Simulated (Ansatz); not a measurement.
Base system: KBr in the rock salt structure (space group Fm-3m, No. 225; a = 6.608 Å). Axes: x, y, z lie along the cube axes.

Computed with r2SCAN/PAW in Ansatz (an electronic-structure program), no spin-orbit coupling.

Base values:

| Quantity | Result |
|---|---|
| Electron mass | 0.39 mₑ (at Γ) |
| Band gap | 5.07 eV |
| Valence-band top at Γ | 0.00, 0.00, 0.00 eV |

It is then changed as follows: uniaxial stress, 3 GPa compression along x, with the cell and atoms free to relax against it.

What happens to the strain response?

The strain response (xx, yy, zz) comes out as (−5.43, +0.64, +0.64) %.

Predict the new energy relative to the base.

The energy grows by 16 meV/atom.

How does this affect the electron mass?

The electron mass changes from 0.39 mₑ (at Γ) to 0.43 mₑ along x, 0.36 mₑ across (at Γ).

Estimate the effect on the band gap.

The band gap rises by 0.07 eV to 5.14 eV.

Predict the new valence-band top at Γ.

The valence-band top at Γ (three highest levels, from the VBM) goes from 0.00, 0.00, 0.00 eV to 0.00, -0.05, -0.05 eV.

Masses are band curvatures over ±0.01 Å⁻¹ around the edge. Semilocal Kohn–Sham gaps tend to fall short of experiment. Beyond what the load breaks, stability against distortions was not tested.
